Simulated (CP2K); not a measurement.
Band structure of Ge3As4 (P-43m, 7 atoms in the cell).

```xyz
7
Lattice="5.5318 0.0000 0.0000 0.0000 5.5318 0.0000 0.0000 0.0000 5.5318" Properties=species:S:1:pos:R:3 pbc="T T T"
Ge     0.0000     0.0000     2.7659
Ge     2.7659     0.0000     0.0000
Ge     0.0000     2.7659     0.0000
As     3.9867     3.9867     3.9867
As     3.9867     1.5451     1.5451
As     1.5451     1.5451     3.9867
As     1.5451     3.9867     1.5451
```

Computed with PBEsol, GPW, DZVP-MOLOPT-PBE-GTH basis, GTH-PBE potentials (POTENTIAL_UZH) (CP2K).

Settings: CUTOFF = 400 Ry; REL_CUTOFF = 60 Ry; SMEAR/METHOD = FERMI_DIRAC; ELECTRONIC_TEMPERATURE = 1578.21 K; KPOINTS/SCHEME = MONKHORST-PACK 4 4 4; GAMMA_CENTERED = T; XC_FUNCTIONAL = PBE:PBESOL; Ge/BASIS_SET = DZVP-MOLOPT-PBE-GTH-q4; Ge/POTENTIAL = GTH-PBE-q4; As/BASIS_SET = DZVP-MOLOPT-PBE-GTH-q5; As/POTENTIAL = GTH-PBE-q5; METHOD = GPW; EPS_DEFAULT = 1e-10; EXTRAPOLATION = USE_GUESS.

The starting cell comes from a database of computed structures (which also holds hypothetical and non-ambient phases and stackings), without a prior relaxation at this level. Its lattice was rescaled by a random factor within 2.5 % of one. Values carry the incompleteness of an atom-centred basis. The potentials were made for another functional than the one used. The run gives no clean gap (levels at the Fermi energy touch, overlap or are partly filled at this smearing), which alone does not show that the compound is a metal.

Levels in eV from the Fermi level, bands 13 to 18:
| point | 13 | 14 | 15 | 16 | 17 | 18 |
|---|---|---|---|---|---|---|
| Γ | -2.25 | -0.35 | -0.35 | -0.35 | -0.11 | -0.11 |
| X | -2.15 | -2.15 | -1.30 | -1.30 | 1.05 | 1.14 |
| M | -2.16 | -1.36 | -0.74 | -0.74 | 1.80 | 1.88 |
| R | -1.37 | -1.00 | -1.00 | -1.00 | 0.45 | 0.45 |

Bands cross the Fermi level along this path, so the cell is metallic at this level.

Higher empty bands are left out: an atom-centred basis made for the valence describes them poorly.
